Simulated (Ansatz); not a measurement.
The starting structures come from a database of crystals and need not be the phases stable at ambient conditions.

 Where the default PAW files enter, the runs use the earlier of Ansatz's two default sets.

Data:

```xyz
6
Lattice="4.9182 0.0000 0.0000 0.0000 5.6270 0.0000 0.0000 0.0000 2.7154" Properties=species:S:1:pos:R:3 pbc="T T T"
Fe     2.4591     2.8135     1.3577
Fe     0.0000     0.0000     0.0000
P      3.3001     0.7349     1.3577
P      1.6181     4.8921     1.3577
P      0.8410     2.0786     0.0000
P      4.0772     3.5484     0.0000
```

Space group of this cell: Pnnm. The cell is taken as given; by r2SCAN its mean pressure is 1.0 GPa.

Transport runs along the normal of the first two printed cell vectors.

No gap correction and no spin-orbit coupling; mid-gap values are interpolated between computed energies.

Problem. Compute, with r2SCAN run with Ansatz (an electronic-structure program), the band gap and the smallest decay constant κ at mid-gap.

Solution. Gap 0.69 eV on a 6×6×12 mesh; κ = 0.210 1/Å, at (0.500, 0.500) of the in-plane reciprocal vectors. At the zone centre, at the nearest computed energy, the slowest state has κ = 0.32 1/Å.
